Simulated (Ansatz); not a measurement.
Functionals compared on the (111) surface of fcc Cu, clean 1x1 (bottom of the slab: a bare face, its two planes held), in Ansatz (plane waves, PAW). The structure was relaxed with PBE; the other rows are single points on it. Cutoff 420 eV (500 eV for r2SCAN).

Set-up: 6 atoms, 10.5 Å thick at the start with caps and adatoms (thin: gaps and levels are the slab's own); mesh 17x17x1; 0.1 eV smearing; dipole correction on; 2 atoms held, the rest relaxed; held to the start's symmetry, so lower structures may exist; no spin, no spin-orbit, no U. These notes are the PBE run's.

| functional | work function of the top face (eV) | rough cost of the single point |
|---|---|---|
| PBE | 4.80 | – |
| LDA | 5.16 | about 18 core-seconds (a rough figure) |
| PBEsol | 4.93 | about 18 core-seconds (a rough figure) |
| RPBE | 4.63 | roughly 17 core-seconds |
| r2SCAN | [?] | around 50 core-seconds (rough) |

### Question
Some entries are withheld; supply them.

### Answer

- r2SCAN, work function of the top face (eV): 4.83

Ansatz is a quantum-chemistry and plane-wave program.
